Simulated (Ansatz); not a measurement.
Be on the Al site in metastable zinc-blende AlN: one set of geometries, relaxed with PBE, evaluated in Ansatz (PAW, plane waves to 420 eV, 500 eV under r2SCAN) with PBE, r2SCAN.

Set-up: 64-site cell; 2×2×2 shifted k-points; start: the Al site; charged states image-corrected; not converged in cell size; flagged in the runs: a doubtful potential alignment, a strain field that reaches the edge of the cell.

```json
[
 {"quantity": "host gap (eV)", "PBE": "3.31", "r2SCAN": "[?]"},
 {"quantity": "ε(0/−1) above the VBM (eV)", "PBE": "0.44", "r2SCAN": "[?]"},
 {"quantity": "neutral formation energy against fcc Al, hcp Be (eV)", "PBE": "3.22", "r2SCAN": "[?]"},
 {"quantity": "largest moment on one atom at charge 0 (μB)", "PBE": "0.44", "r2SCAN": "[?]"}
]
```

Problem. Given the lower rungs, what does r2SCAN give?

Solution. 
- host gap (eV), r2SCAN: 3.92
- ε(0/−1) above the VBM (eV), r2SCAN: 0.72
- neutral formation energy against fcc Al, hcp Be (eV), r2SCAN: 3.52
- largest moment on one atom at charge 0 (μB), r2SCAN: 0.52

Ansatz is a program for electronic structure.
